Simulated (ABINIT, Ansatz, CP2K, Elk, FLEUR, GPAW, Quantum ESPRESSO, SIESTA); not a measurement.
# NaI (Fm-3m, 2 atoms in the cell) computed with different codes at matched settings

Self-consistent single point.

```yaml
crystal:
  lattice:
    - [0.00000, 3.23500, 3.23500]
    - [3.23500, 0.00000, 3.23500]
    - [3.23500, 3.23500, 0.00000]
  atoms:
    - { symbol: Na, position: [0.00000, 0.00000, 0.00000] }
    - { symbol: I, position: [0.50000, 0.50000, 0.50000] }
```

Shared settings, as Ansatz (an electronic-structure program) writes them: kpoints.mp_grid.grid = 9 9 9; scf.occupations.method = fermi_dirac; scf.occupations.width = 0.05 eV. Potentials and cutoffs stand in the table.

```csv
code,model,pressure (GPa),gap on the mesh (eV),cutoff
Ansatz,"LDA (PW92), default PAW files made with PBE",-1.64,3.336,420 eV
SIESTA,"LDA PW92, numerical atomic orbitals DZP, PseudoDojo LDA standard norm-conserving potentials (rewritten from UPF to PSML)",-2.44,3.529,grid 300 Ry
ABINIT,"LDA (PW92), norm-conserving pseudopotentials (PseudoDojo nc-sr-04 LDA standard)",-1.61,3.333,44 Ha
Elk,"LDA (PW92), all-electron FP-LAPW, Elk's shipped species files, APW+lo basis with extra local orbitals",–,3.334,rgkmax 7.5
GPAW,"LDA (Perdew-Wang 92), GPAW PAW datasets LDA (gpaw-data 1.0.1)",-1.58,3.348,800 eV
Quantum ESPRESSO,"LDA (PZ), GBRV 1.5 ultrasoft (LDA) pseudopotentials",-1.60,3.330,40 Ry
CP2K,"LDA (Pade form), GPW, DZVP-MOLOPT-SR-GTH basis, GTH-PADE potentials (GTH_POTENTIALS)",-1.45,3.360,grid 950 Ry
FLEUR,"LDA (Perdew-Zunger), all-electron FLAPW (FLEUR), scalar-relativistic valence",–,3.369,Kmax 3.8 1/bohr
```

A dash marks a value that a program does not give, or that is left out as unsure.

Gaps are read on the mesh.

On Ansatz's run: spin-orbit coupling is off.

The spread over the programs that give each value: pressure within 0.99 GPa; gap on the mesh within 0.199 eV.

SIESTA and CP2K use small atom-centred bases, whose incompleteness enters pressures, forces and empty levels differently from a plane-wave cutoff. Elk and FLEUR treat all electrons, but the usual bases taken here (sphere radii, linearisation, local orbitals, empty states) were not tested for convergence, so the values are no reference for the others. Ansatz's pressure is given at a fixed set of plane waves, as the other plane-wave codes print theirs. The same LDA comes in different parametrisations, which differ slightly. In the gap, SIESTA (by 0.194) lies more than 0.12 eV from the median of the plane-wave programs.

The starting cell has typed, rounded lattice constants, without a prior relaxation at this level.

Keys are those of Ansatz 0.2.
